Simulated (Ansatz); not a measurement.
Abridged Ansatz (a program for electronic structure) output:

```
Pseudopotential: Sr, paw, valence charge 10
Pseudopotential: Ga, paw, valence charge 13
Pseudopotential: Sb, paw, valence charge 15
Pseudopotential: O, paw, valence charge 6
Crystal: 10 atoms, lattice volume = 121.970 Å³
Basis set: ecut = 420 eV, 2421 PW (Γ), exchange–correlation on 80×80×80 points (8 copies of the dense FFT grid, shifted against one another)
Bands: 52, of which v1, the nominal top of the filled ones, is band 42 counted from 1 (41 counted from 0)
Symmetry: 48 space group operations
k-points: 20 of 343
Functional: x = pbesol(κ = 0.804, μ = 0.12345679012345678), c = pbesol(β = 0.046)
SCF iter   1: F=—  HF=-20508.411864 eV  |F-HF|=—  |Δ(HF+E_count)|=         —  Δρ=1.52e-2  dr2=2.24e-1  ethr=1.77e-3  ⟨swp⟩=8.8  Hψ=5366  notcnv=0  defer=12
SCF iter   2: F=—  HF=-20508.347830 eV  |F-HF|=—  |Δ(HF+E_count)|=   6.40e-2  Δρ=2.34e-3  dr2=3.55e-3  ethr=2.67e-4  ⟨swp⟩=2.7  Hψ=1962  notcnv=0  defer=74
SCF 1 converged in 9 iterations: F = -20508.347286 eV  dr2 = 6.34e-11
SCF converged after 9 iterations
Free energy (F): -20508.347286 eV
Internal energy: -20508.347285 eV  (E = F + TS)
E sigma→0 (E₀):  -20508.347285 eV
Entropy (-TS):   -0.000000 eV (-0.000 meV/atom)
Fermi energy:    10.543407 eV
--- Forces (eV/Å), atoms counted from 1 ---
  atom   1  Sr     0.00000000    -0.00000000    -0.00000000
  atom   2  Sr     0.00000000     0.00000000     0.00000000
  atom   3  Ga    -0.00000000     0.00000000    -0.00000000
  atom   4  Sb     0.00000000    -0.00000000    -0.00000000
  atom   5  O      0.00000000    -0.00024922     0.00000000
  atom   6  O     -0.00000000     0.00024922    -0.00000000
  atom   7  O      0.00024922     0.00000000    -0.00000000
  atom   8  O     -0.00024922    -0.00000000    -0.00000000
  atom   9  O      0.00000000    -0.00000000    -0.00024922
  atom  10  O      0.00000000    -0.00000000     0.00024922
--- Stress (GPa, compression-positive) ---
        0.000192      -0.000000      -0.000000
       -0.000000       0.000192       0.000000
        0.000000      -0.000000       0.000192
  P = ⅓ Tr σ = 0.0002 GPa (0.002 kbar)
```

Task: What was computed, and what are the main results?

Result: Sr2GaSbO6, 10 atoms in the cell, with Ansatz PBEsol, no spin-orbit coupling. The last SCF converged to F = -20508.347286 eV, or -2050.8347 eV per atom, at a pressure of 0.00 GPa. The total energy compares only with runs of the same code, potentials and settings.

Spin-orbit coupling, missing from the scalar runs, can matter with Sb. Whether these cells are dynamically stable was not tested. The cell is Sr₂GaSbO₆ (space group Fm-3m, No. 225; a cell from a computed database, its experimental status unchecked).
